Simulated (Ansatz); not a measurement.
The structure below was relaxed with PBEsol (Ansatz, a quantum-chemistry and plane-wave program, PAW, no spin-orbit coupling), at pressure −1 GPa.

```
GaP
1.0
    0.00000     2.73015     2.73015
    2.73015     0.00000     2.73015
    2.73015     2.73015     0.00000
Ga P
1 1
Direct
  0.00000   0.00000   0.00000
  0.25000   0.25000   0.25000
```

### Question
Find the space group and the Wyckoff positions.

### Answer
Space group F-43m (No. 216); a = b = c = 5.4603 Å, α = β = γ = 90.00°

| atom | site | symmetry | x | y | z |
|---|---|---|---|---|---|
| Ga | 4a | -43m | 0.0000 | 0.0000 | 0.0000 |
| P | 4d | -43m | 0.7500 | 0.7500 | 0.7500 |

Load acts through the strain it causes; cell and atoms are relaxed under it. No phonon test of stability was made. The cell was made from GaP in the zinc blende structure (space group F-43m, No. 216) by this change: pressure −1 GPa.
